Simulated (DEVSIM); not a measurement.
Structure: abrupt Si n-p junction, at 300 K.

| layer (left to right) | material | thickness (μm) | Nd (cm⁻³) | Na (cm⁻³) | τn (s) | τp (s) |
|---|---|---|---|---|---|---|
| 1 | Si | 60.0 | 5.7e17 | - | 2.4e-7 | 2.4e-7 |
| 2 | Si | 60.0 | - | 4.2e17 | 2.4e-7 | 2.4e-7 |

Left contact: ohmic. Right contact: ohmic. Voltage is applied to the left contact. Recombination: SRH at mid-gap, radiative. Mobility is μmin + (μ − μmin)/(1 + (N/Nref)^α).

The device is made up for the run: typed textbook-type constants, with dimensions and the other settings drawn at random. Values at 300 K.

```csv
parameter,Si
gap (eV),1.124
affinity (eV),4.05
permittivity,11.7
Nc (cm⁻³),2.86e19
Nv (cm⁻³),3.1e19
μn (cm²/Vs),1417
μp (cm²/Vs),470
"μn,min",52
"μp,min",45
"Nref,n",9.7e16
"Nref,p",2.2e17
αn,0.68
αp,0.72
B (cm³/s),4.7e-15
```

Model (solved in DEVSIM): 1D drift-diffusion, Boltzmann statistics, complete ionisation; no tunnelling, impact ionisation, image-force lowering or self-heating.

Question: Tabulate band edges, carrier densities and field at zero bias.

Answer: Energies count from the Fermi level of the right contact; mesh points crowd at the junctions.

```csv
x (μm),Ec (eV),Ev (eV),n (cm⁻³),p (cm⁻³),field (V/cm)
0.000,0.101,-1.023,5.7e17,200,≈ 0
0.05764,0.101,-1.023,5.7e17,200,≈ 0
0.2651,0.101,-1.023,5.7e17,200,≈ 0
0.9590,0.101,-1.023,5.7e17,200,≈ 0
5.210,0.101,-1.023,5.7e17,200,≈ 0
17.77,0.101,-1.023,5.7e17,200,≈ 0
45.62,0.101,-1.023,5.7e17,200,≈ 0
57.20,0.101,-1.023,5.7e17,200,≈ 0
59.23,0.101,-1.023,5.7e17,200,≈ 0
59.79,0.101,-1.023,5.7e17,200,≈ 0
59.96,0.103,-1.021,5.4e17,220,3000
60.02,0.878,-0.246,52000,2.2e15,120000
60.13,1.013,-0.111,280,4.2e17,≈ 0
60.51,1.013,-0.111,280,4.2e17,≈ 0
62.81,1.013,-0.111,280,4.2e17,≈ 0
69.63,1.013,-0.111,280,4.2e17,≈ 0
93.46,1.013,-0.111,280,4.2e17,≈ 0
112.2,1.013,-0.111,280,4.2e17,≈ 0
118.6,1.013,-0.111,280,4.2e17,≈ 0
119.6,1.013,-0.111,280,4.2e17,≈ 0
119.9,1.013,-0.111,280,4.2e17,≈ 0
120.0,1.013,-0.111,280,4.2e17,≈ 0
```
